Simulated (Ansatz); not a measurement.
**C: response to strain**

Take C (space group I4/mmm, No. 139; a = 4.356 Å, c = 2.499 Å; a model cell, its experimental status unchecked) as the base. Axes: x, y, z lie along a, b, c of the conventional cell.

Strains are applied to the cell and any free atomic positions relax; under biaxial strain the out-of-plane vector relaxes too; under stress the whole cell relaxes.

Levels (all Ansatz, a first-principles code, PAW): PBEsol (420 eV, no spin-orbit coupling); r2SCAN (500 eV, no SOC); HSE06 (420 eV, no spin-orbit coupling).

Band gaps by level, all at the geometries relaxed with PBEsol:

| case | PBEsol | r2SCAN | HSE06 |
|---|---|---|---|
| base | 2.27 eV | 2.65 eV | 3.50 eV |
| biaxial strain −0.91 %, plane normal [001], relaxed out of plane | 2.19 eV | 2.58 eV | 3.43 eV |
| isotropic strain −2.99 % | 2.01 eV | (withheld) | 3.26 eV |
| uniaxial strain ε_zz = −0.21 % | 2.27 eV | 2.65 eV | 3.51 eV |
| uniaxial stress, 0.5 GPa compression along x | 2.27 eV | 2.65 eV | 3.50 eV |
| strain tensor (xx, yy, zz, yz, xz, xy) = (+1.16, −2.02, +1.40, −0.10, +0.78, −0.13) % | 2.19 eV | 2.56 eV | (withheld) |
| uniaxial stress, 2 GPa compression along z | 2.27 eV | 2.65 eV | 3.51 eV |

Problem. Complete the table.

Solution. 
- isotropic strain −2.99 %, r2SCAN: 2.41 eV
- strain tensor (xx, yy, zz, yz, xz, xy) = (+1.16, −2.02, +1.40, −0.10, +0.78, −0.13) %, HSE06: 3.41 eV

A biaxial case was relaxed in a doubled cell and then solved in the primitive one. Single points use the geometry relaxed with PBEsol. The hybrid gap comes from the SCF mesh plus the semilocal run's edge points and a few special points and is an upper bound. Stability under load was not tested beyond the relaxation. This is not the structure that C has at room temperature and ambient pressure.
